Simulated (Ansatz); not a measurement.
Take AlN (space group P4_2/mnm, No. 136; a = 5.2943 Å, c = 3.1090 Å; a hypothetical phase, not in the database extracts checked) as the base. Axes: x, y, z lie along a, b, c of the conventional cell.

Perturbation: the cell is compressed by 4.86 % along y with no lateral relaxation; the atoms relax in the strained cell.

Levels (all Ansatz, a quantum-chemistry and plane-wave program, PAW): PBEsol (420 eV, spin-orbit coupling left out); r2SCAN (500 eV, scalar-relativistic without spin-orbit coupling); HSE06 (420 eV, scalar-relativistic without spin-orbit coupling).

At the geometry relaxed with PBEsol, these levels gave the following band gaps, in shuffled order: (a) 4.67 eV, (b) 5.40 eV, (c) 3.96 eV.

Q: Match each gap to its level.

A: (a) r2SCAN; (b) HSE06; (c) PBEsol.

Single points use the geometry relaxed with PBEsol. Whether these cells are dynamically stable was not tested.
